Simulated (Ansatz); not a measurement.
**Response to strain in hypothetical cubic perovskite SrSnS3**

The parent structure is SrSnS$_{3}$ in the cubic perovskite structure (space group Pm-3m, No. 221; a hypothetical phase, not in the database extracts checked).

```yaml
crystal:
  lattice:
    - [4.97550, 0.00000, 0.00000]
    - [0.00000, 4.97550, 0.00000]
    - [0.00000, 0.00000, 4.97550]
  atoms:
    - { symbol: Sr, position: [0.00000, 0.00000, 0.00000] }
    - { symbol: Sn, position: [0.50000, 0.50000, 0.50000] }
    - { symbol: S, position: [0.00000, 0.50000, 0.50000] }
    - { symbol: S, position: [0.50000, 0.50000, 0.00000] }
    - { symbol: S, position: [0.50000, 0.00000, 0.50000] }
```

Cartesian axes are those of the cell as printed.

Strains are applied to the cell and any free atomic positions relax; under biaxial strain the out-of-plane vector relaxes too.

The values are results of PBEsol (Ansatz, a first-principles code, PAW, no spin-orbit coupling), not measurements.

Notes on the quantities. pressure: mean of the normal stresses, compression positive; energy relative to the base: free energy F.

```csv
variant,pressure,energy relative to the base,space group,volume per atom
base,0.0 GPa,0 meV/atom,Pm-3m (No. 221),24.63 Å³
"biaxial strain +1.44 %, plane normal [111], relaxed out of plane",-0.8 GPa,+2.6 meV/atom,R-3m (No. 166),24.96 Å³
"biaxial strain +1.64 %, plane normal [111], relaxed out of plane",-0.9 GPa,+3.4 meV/atom,R-3m (No. 166),25.01 Å³
uniaxial strain ε_zz = +1.41 %,-0.8 GPa,+1.8 meV/atom,P4/mmm (No. 123),24.98 Å³
uniaxial strain ε_zz = +4.42 %,-2.3 GPa,+16 meV/atom,P4/mmm (No. 123),25.72 Å³
```

Without a gap, meshes like the base's 10×10×10 leave anisotropic stresses uncertain by several tenths of a GPa, and small strain energies with them. Whether these cells are dynamically stable was not tested. The final runs are not spin-polarised. Many cubic perovskites are stable only at high temperature; tilts and polar distortions were not tested.
